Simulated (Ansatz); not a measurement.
Base system: Pb$_{2}$Au (space group I4/mcm, No. 140).

Pb₂Au is modelled in the tetragonal space group I4/mcm (No. 140), Pearson symbol tI12. Lattice parameters: a = b = 7.3244 Å, c = 5.6746 Å, α = β = γ = 90.00°. Pb on 8h has 4 Au at 3.098 Å and 3 Pb at 3.306–3.400 Å and 4 Pb at 3.676 Å and 4 Pb at 3.894 Å. Au on 4a has 2 Au at 2.837 Å and 8 Pb at 3.098 Å. (Neighbours: up to the widest gap in distance over summed covalent radii, below 1.35, at either atom.)
(The calculation used a cell of 6 atoms; values per cell refer to that cell.)

Method: plane-wave PAW DFT at the PBEsol level (Ansatz, an electronic-structure program, 420 eV), no spin-orbit coupling.

For the base:

```
Item           Value
-------  -----------
Density  13.34 g/cm³
```

Perturbation: Hg takes the place of Au on all its sites; the structure is relaxed again.

Tabulated Pauling electronegativity and covalent radius: Au 2.54, 1.36 Å; Hg 2.00, 1.32 Å.

Question: Estimate the effect on the density.

Answer: The density decreases by 1.19 g/cm³ to 12.15 g/cm³.

Stability against distortions was not tested. As relaxed here, HgPb2 is a hypothetical phase, not in the database extracts checked. The base started in Ibam and relaxed to I4/mcm at this level.
